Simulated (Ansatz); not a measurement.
Bond-angle distributions (per cent of the angles at each element, bins of 10°) of a relaxed model of amorphous La12Nb8O38 at 5.68 g/cm³. Calculation: PBE, scalar-relativistic without spin-orbit coupling (plane waves to 420 eV, PAW; Ansatz, an electronic-structure program).

A CHGNet melt-quench gave the starting glass, which DFT then relaxed. O atoms were pushed apart under 1.9 Å during the dynamics, to hinder bonds among them. The hot cell started wider than the set density and was brought back towards it in steps. It is the lowest in DFT energy of 2 quenches. It is a model cell: composition and starting density were chosen by hand, and all elements were melted together. No dispersion term was used. Its density started from a set value of 5.79 and ended at 5.68 g/cm³. Cooling (nominally 240 K/ps over its main leg) ran many orders faster than in experiment, which tends to leave more defects and strain. One small periodic cell is one sample of the glass; other quenches scatter about these values. Volume and shape were free in the relaxation.

Neighbours within La-La 3.96 Å, La-Nb 3.54 Å, La-O 3.34 Å, Nb-Nb 3.12 Å, Nb-O 2.44 Å, O-O 1.58 Å count as bonded. Two cations that share two anions don't count as bonded, nor two that share one unless they lie closer than La-La 3.85 Å, La-Nb 3.45 Å, Nb-Nb 3.04 Å.

```
angle (°)  at La  at Nb  at O
---------  -----  -----  ----
50-60          5      0     0
60-70         18      0     0
70-80         17     14     1
80-90          9     27    10
90-100         5     20    23
100-110        8     12    29
110-120        7      6    15
120-130        9      3     4
130-140       10      0     5
140-150        7      2     6
150-160        3      7     3
160-170        2      6     1
170-180        1      4     0
```

They go with these counts of neighbours within the cut-offs, cation contacts included: La mean 8.1, most often 8; Nb mean 5.6, most often 6; O mean 3.7, most often 4.
